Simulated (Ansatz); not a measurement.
BaTe (Pm-3m, No. 221, 2 atoms in the cell; start mp-2600; a measured phase of this formula has another space group)

Calculation: HSE06 (plane waves, PAW; Ansatz, an electronic-structure program).

Settings: plane-wave cutoff 520 eV, 6×6×6 k mesh, scalar-relativistic PAW data made under PBE.

Cell (relaxed at this level):

```yaml
crystal:
  lattice:
    - [4.22628, 0.00000, 0.00000]
    - [0.00000, 4.22628, 0.00000]
    - [0.00000, 0.00000, 4.22628]
  atoms:
    - { symbol: Ba, position: [0.00000, 0.00000, 0.00000] }
    - { symbol: Te, position: [0.50000, 0.50000, 0.50000] }
```

For BaTe (Pm-3m, No. 221, 2 atoms in the cell; start mp-2600; a measured phase of this formula has another space group), the voigt–Reuss–Hill bulk modulus comes out as 33.9 GPa and the voigt–Reuss–Hill shear modulus (Hill average) is 16.6 GPa. The Young modulus is 42.8 GPa and the Poisson ratio is 0.290.

Note: the relaxation could not lower the start's symmetry, so the cell can be a saddle point above a distorted one.

Elastic constants are with the ions relaxed.

Spin–orbit coupling is not included.

Computed values are for the static lattice.

A start named mp-… is a Materials Project structure, which need not be a measured phase.
